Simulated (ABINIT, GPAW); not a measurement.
An ABINIT input for a self-consistent single point of Ba2NCl (R-3m, 4 atoms in the cell) (DFT, PBEsol, plane waves, norm-conserving pseudopotentials (PseudoDojo nc-sr-04 PBEsol standard)):

```
# Ba2NCl, PseudoDojo nc-sr-04 PBEsol standard
pp_dirpath "./"
pseudos "Ba.upf, N.upf, Cl.upf"
acell 15.1393888652 15.1393888652 15.1393888652
rprim
         0.2578981093    0.1488975769    0.9546298114
        -0.2578981093    0.1488975769    0.9546298114
        -0.0000000000   -0.2977950516    0.9546298273
natom 4
ntypat 3
znucl 56 7 17
typat 1 1 2 3
xred
         0.2314520000    0.2314520000    0.2314520000
         0.7685480000    0.7685480000    0.7685480000
         0.5000000000    0.5000000000    0.5000000000
         0.0000000000    0.0000000000    0.0000000000
ecut 84 Ry
ixc -116133
occopt 3
tsmear 0.02 eV
nband 22
kptopt 1
ngkpt 6 6 6
nshiftk 1
shiftk 0 0 0
nstep 60
toldfe 1.0e-09
prtwf 0
prtden 0
enunit 1
```

Problem. Translate this input to GPAW.

Solution. One input that does it (others would too):

```python
from ase import Atoms
from ase.units import GPa
from gpaw import GPAW, PW, FermiDirac

atoms = Atoms(['Ba', 'Ba', 'N', 'Cl'],
              cell=[[2.066130, 1.192881, 7.647940],
                    [-2.066130, 1.192881, 7.647940],
                    [0.000000, -2.385761, 7.647940]],
              positions=[[0.000000, 0.000000, 5.310393],
                         [0.000000, 0.000001, 17.633427],
                         [0.000000, 0.000001, 11.471910],
                         [0.000000, 0.000000, 0.000000]],
              pbc=True)

calc = GPAW(mode=PW(950),
            xc='PBEsol',
            kpts={'size': (6, 6, 6), 'gamma': True},
            occupations=FermiDirac(0.02),
            nbands=-8,
            convergence={'density': 1e-05, 'energy': 1e-05, 'bands': -6},
            symmetry={'symmorphic': False, 'tolerance': 0.0005},
            maxiter=150)

atoms.calc = calc

energy = atoms.get_potential_energy()
print('Energy (eV):', round(energy, 6))
forces = atoms.get_forces()
print('Forces (eV/Ang):')
print(forces.round(5))
stress = atoms.get_stress()
print('Stress (GPa, Voigt):', (stress / GPa).round(4))
```

Basis, cutoffs, solver keys and any potentials are the target program's own. This input uses DFT PBEsol, plane waves, GPAW PAW datasets PBEsol (made by gpaw-setup).

The starting cell comes from a database of computed structures (which also holds hypothetical and non-ambient phases and stackings), without a prior relaxation at this level.
